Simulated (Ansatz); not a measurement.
## CO on the 1x1 (0001) surface of hcp Ru, one in a 2x2 cell, started at the site 'top Ru'

The numbers are results of r2SCAN, at the PBE geometry (plane waves to 500 eV, PAW; Ansatz, a program for electronic structure), not measurements.

Set-up: 18 atoms, 6.3 Å thick at the start under the adsorbate (thin: gaps and levels are the slab's own); mesh 6x6x1; 0.1 eV smearing; dipole correction on; single point; on the structure that PBE left under its start's symmetry; no spin, no spin-orbit, no U, no dispersion correction. At the end it is bonded to Ru. In PBE it is, or lies within 0.03 eV of, the lowest of the starts that converged; the order may differ at this level.

adsorption energy against CO(g) at the same level: -2.03 eV
work function of the top face: 5.82 eV
change of the work function: 0.82 eV
change of the step from the bottom to the top vacuum level, against the clean slab: 0.83 eV
height of the binding atom over the mean of the host atoms within 0.3 Å of the top one: 3.767 bohr
nearest host atoms of the binding atom: Ru at 1.89 Å, Ru at 3.39 Å, Ru at 3.39 Å
cost: roughly 120 core-seconds

A negative adsorption energy means that the adsorbate is more stable on the surface than in its reference.
